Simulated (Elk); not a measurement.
# Parameter sweep on GaAs (F-43m, 2 atoms in the cell)

```xyz
2
Lattice="0.0000 2.8777 2.8777 2.8777 0.0000 2.8777 2.8777 2.8777 0.0000" Properties=species:S:1:pos:R:3 pbc="T T T"
Ga     0.0000     0.0000     0.0000
As     1.4388     1.4388     1.4388
```

Base run A: PBE, all-electron FP-LAPW, Elk's shipped species files, APW+lo basis with extra local orbitals (Elk 10.2.4), self-consistent single point.

Its settings: xctype = 20; rgkmax = 8; stype = 0; swidth = 0.00183747 Ha; ngridk = 5 5 5; gmaxvr = 14 1/bohr; nxlo = 2; lorbcnd = true; lmaxi = 3; maxscl = 100.

The starting cell comes from a database of computed structures (which also holds hypothetical and non-ambient phases and stackings), without a prior relaxation at this level. Its lattice was rescaled by a random factor within 2.5 % of one. Values depend on the basis (sphere radii, cutoffs, local orbitals), which need not be converged. The run gives no clean gap (levels at the Fermi energy touch, overlap or are partly filled at this smearing), which alone does not show that the compound is a metal.

ΔE is the total energy (no entropy term) per atom less that of run A. A dash stands where there is no value to compare (another energy zero or no entropy term, no result, no spin, no clean gap, or a mesh too coarse for one). 

```tsv
run	epspot, epsengy	ΔE (meV/atom)	ending
A	default, default	0.00	converged
B	3.7e-05 Ha, 0.0037 Ha	-0.49	converged
C	3.7e-06 Ha, 0.00037 Ha	-0.09	converged
D	3.7e-07 Ha, 3.7e-05 Ha	0.00	converged
E	3.7e-08 Ha, 3.7e-06 Ha	-0.01	converged
F	3.7e-09 Ha, 3.7e-07 Ha	-0.01	converged
G	3.7e-10 Ha, 3.7e-08 Ha	–	not converged
H	3.7e-12 Ha, 3.7e-10 Ha	–	not converged
I	3.7e-14 Ha, 3.7e-12 Ha	–	not converged
J	3.7e-16 Ha, 3.7e-14 Ha	–	not converged
```

Run J against A: The run ended unconverged after 100 iterations.

Run D against A: The total energy stays essentially unchanged (within 1 meV/atom).
